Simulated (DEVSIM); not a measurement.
Structure: double heterostructure, Ge between p- and n-type Si, at 300 K.

| layer (left to right) | material | thickness (μm) | Nd (cm⁻³) | Na (cm⁻³) | τn (s) | τp (s) |
|---|---|---|---|---|---|---|
| 1 | Si | 0.980 | - | 1.4e18 | 1.1e-5 | 1.1e-5 |
| 2 | Ge | 0.450 | 5.9e15 | - | 1.1e-5 | 1.1e-5 |
| 3 | Si | 0.320 | 3.7e17 | - | 1.1e-5 | 3.3e-7 |

Left contact: ohmic. Right contact: ohmic. Voltage is applied to the left contact. Recombination: SRH at mid-gap, radiative. Mobility is constant in doping.

This is a model device: material constants are rounded textbook-type values typed into the input, and sizes, dopings and lifetimes were drawn at random. Values at 300 K.

```tsv
parameter	Si	Ge
gap (eV)	1.124	0.664
affinity (eV)	4.05	4
permittivity	11.7	16
Nc (cm⁻³)	2.86e19	1.04e19
Nv (cm⁻³)	3.1e19	6e18
μn (cm²/Vs)	1417	3900
μp (cm²/Vs)	470	1900
B (cm³/s)	4.7e-15	6.4e-14
```

Model (solved in DEVSIM): 1D drift-diffusion, Boltzmann statistics, complete ionisation; no tunnelling, impact ionisation, image-force lowering or self-heating. Band offsets follow the typed affinities; no thermionic-emission limit at abrupt steps, no polarisation charge.

Task: Tabulate band edges, carrier densities and field at zero bias.

Result: Energies count from the Fermi level of the right contact; mesh points crowd at the junctions.

```json
[
 {"x (μm)": "0.000", "Ec (eV)": "1.044", "Ev (eV)": "-0.080", "n (cm⁻³)": "< 1e2", "p (cm⁻³)": "1.4e18", "field (V/cm)": "≈ 0"},
 {"x (μm)": "0.009019", "Ec (eV)": "1.044", "Ev (eV)": "-0.080", "n (cm⁻³)": "< 1e2", "p (cm⁻³)": "1.4e18", "field (V/cm)": "≈ 0"},
 {"x (μm)": "0.03481", "Ec (eV)": "1.044", "Ev (eV)": "-0.080", "n (cm⁻³)": "< 1e2", "p (cm⁻³)": "1.4e18", "field (V/cm)": "≈ 0"},
 {"x (μm)": "0.1133", "Ec (eV)": "1.044", "Ev (eV)": "-0.080", "n (cm⁻³)": "< 1e2", "p (cm⁻³)": "1.4e18", "field (V/cm)": "≈ 0"},
 {"x (μm)": "0.4618", "Ec (eV)": "1.044", "Ev (eV)": "-0.080", "n (cm⁻³)": "< 1e2", "p (cm⁻³)": "1.4e18", "field (V/cm)": "≈ 0"},
 {"x (μm)": "0.8047", "Ec (eV)": "1.044", "Ev (eV)": "-0.080", "n (cm⁻³)": "< 1e2", "p (cm⁻³)": "1.4e18", "field (V/cm)": "≈ 0"},
 {"x (μm)": "0.9218", "Ec (eV)": "1.044", "Ev (eV)": "-0.080", "n (cm⁻³)": "< 1e2", "p (cm⁻³)": "1.4e18", "field (V/cm)": "≈ 0"},
 {"x (μm)": "0.9695", "Ec (eV)": "0.943", "Ev (eV)": "-0.181", "n (cm⁻³)": "4100", "p (cm⁻³)": "2.8e16", "field (V/cm)": "-180000"},
 {"x (μm)": "0.9795", "Ec (eV)": "0.656", "Ev (eV)": "-0.468", "n (cm⁻³)": "2.7e8", "p (cm⁻³)": "4.3e11", "field (V/cm)": "-400000"},
 {"x (μm)": "0.9874", "Ec (eV)": "0.600", "Ev (eV)": "-0.064", "n (cm⁻³)": "8.5e8", "p (cm⁻³)": "5.1e17", "field (V/cm)": "-59000"},
 {"x (μm)": "1.010", "Ec (eV)": "0.524", "Ev (eV)": "-0.140", "n (cm⁻³)": "1.6e10", "p (cm⁻³)": "2.7e16", "field (V/cm)": "-24000"},
 {"x (μm)": "1.116", "Ec (eV)": "0.343", "Ev (eV)": "-0.321", "n (cm⁻³)": "1.8e13", "p (cm⁻³)": "2.5e13", "field (V/cm)": "-13000"},
 {"x (μm)": "1.298", "Ec (eV)": "0.207", "Ev (eV)": "-0.457", "n (cm⁻³)": "3.5e15", "p (cm⁻³)": "1.2e11", "field (V/cm)": "-3100"},
 {"x (μm)": "1.387", "Ec (eV)": "0.184", "Ev (eV)": "-0.480", "n (cm⁻³)": "8.4e15", "p (cm⁻³)": "5.2e10", "field (V/cm)": "-2800"},
 {"x (μm)": "1.423", "Ec (eV)": "0.171", "Ev (eV)": "-0.493", "n (cm⁻³)": "1.4e16", "p (cm⁻³)": "3.2e10", "field (V/cm)": "-4700"},
 {"x (μm)": "1.431", "Ec (eV)": "0.117", "Ev (eV)": "-1.007", "n (cm⁻³)": "3.1e17", "p (cm⁻³)": "370", "field (V/cm)": "-6600"},
 {"x (μm)": "1.441", "Ec (eV)": "0.113", "Ev (eV)": "-1.011", "n (cm⁻³)": "3.6e17", "p (cm⁻³)": "330", "field (V/cm)": "-1500"},
 {"x (μm)": "1.470", "Ec (eV)": "0.112", "Ev (eV)": "-1.012", "n (cm⁻³)": "3.7e17", "p (cm⁻³)": "310", "field (V/cm)": "-19"},
 {"x (μm)": "1.603", "Ec (eV)": "0.112", "Ev (eV)": "-1.012", "n (cm⁻³)": "3.7e17", "p (cm⁻³)": "310", "field (V/cm)": "≈ 0"},
 {"x (μm)": "1.700", "Ec (eV)": "0.112", "Ev (eV)": "-1.012", "n (cm⁻³)": "3.7e17", "p (cm⁻³)": "310", "field (V/cm)": "≈ 0"},
 {"x (μm)": "1.736", "Ec (eV)": "0.112", "Ev (eV)": "-1.012", "n (cm⁻³)": "3.7e17", "p (cm⁻³)": "310", "field (V/cm)": "≈ 0"},
 {"x (μm)": "1.750", "Ec (eV)": "0.112", "Ev (eV)": "-1.012", "n (cm⁻³)": "3.7e17", "p (cm⁻³)": "310", "field (V/cm)": "≈ 0"}
]
```
